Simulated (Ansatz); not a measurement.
Checking a run of Ansatz (a first-principles code) on LaF (P6_3/mmc, 4 atoms in the cell). The aim is a self-consistent single point with DFT, r2SCAN, plane waves, default PAW files made with PBE.

Cell that was meant: a = 4.3288 Å, b = 4.3288 Å, c = 5.5581 Å, α = 90.00°, β = 90.00°, γ = 120.00°.

Part of the input:

Ansatz 0.2 input:
```yaml
  xc: r2scan
  pseudopotentials: { kind: paw }
scf:
  occupations: { method: fixed }
output:
  forces: true
  eigenvalues: true
```

Log, with long lists cut:

```
   [... lines left out ...]
PAW frozen core: F, regenerated for the run's functional
Initial density: superposition of atomic densities (neutral atoms: chi_scale 0, normalization atom), corrected by the library's trained network
Initial wavefunctions: pseudopotential atomic-orbital guess
Eigensolver: davidson
Functional: x = r2scan, c = r2scan; τ floored in thin density (d = 2e-4 eV/Å³)
SCF iter   1: F=—  HF=-14153.710887 eV  |F-HF|=—  |Δ(HF+E_count)|=         —  Δρ=1.80e-2  dr2=4.39e-1  dr2_τ=9.07e-2  ethr=1.77e-3  ⟨swp⟩=5.1  Hψ=2441  notcnv=0  defer=38
all-band conjugate gradients solve this SCF's bands
   [... lines left out ...]
WARN: the bands overlap at the fill by count (18 filled at each k-point of a channel) …
SCF 1 converged in 7 iterations: F = -14153.722618 eV  dr2 = 4.70e-8
Free energy (F): -14153.722618 eV
Internal energy: -14153.722618 eV  (E = F + TS)
E sigma→0 (E₀):  -14153.722618 eV
Fermi energy:    11.596312 eV
--- Forces (eV/Å), atoms counted from 1 ---
  atom   1  La    -0.00000000     0.00000000     0.00000000
   [... zero for the other atoms too ...]
--- Stress (GPa, compression-positive) ---
       -1.013998      -0.000000      -0.000000
        0.000000      -1.013998      -0.000000
       -0.000000      -0.000000      -1.092159
  P = ⅓ Tr σ = -1.0401 GPa (-10.401 kbar)
  The stress holds the Pulay correction. Without it, at fixed plane waves, as pw.x and ABINIT print it: P = -1.1079 GPa
```

Task: Can these results be used? Check the input.

Result: The run is not sound. The fault is fixed (insulator-type) occupations in a metal. Fixed occupations assume a gap. Where bands overlap, the filling has to be decided k-point by k-point from a Fermi level. To fix it, use a smearing (or tetrahedra) with enough empty bands. The run converged in 7 iterations without an error; against the sound input the free energy rises by 26.2 meV/atom and the pressure goes from -1.47 to -1.04 GPa. The full log also holds (shortened here): “WARN: iter 1: σ=0 fill of 18 bands saw a band overlap (occupied 11.8193 eV > unoccupied 10.8151 eV) — on an unconverged iterate often a transient of an (band_overlap_at_count)”.

The sound input it was made from differs as follows (other fixes are possible):
```diff
-  occupations: { method: fixed }
+  occupations: { method: cold, width: 0.1 }
```

With that input, the run converged in 9 iterations: free energy E − TS (on the zero of these files) -14153.8273 eV; Fermi level (on the code's own zero) 11.19 eV; pressure -1.47 GPa (DFT, r2SCAN, plane waves, default PAW files made with PBE).

On the sound input: the starting cell comes from a database of computed structures (which also holds hypothetical and non-ambient phases and stackings), without a prior relaxation at this level. Ansatz's pressure includes its estimate of the finite-basis (Pulay) stress.
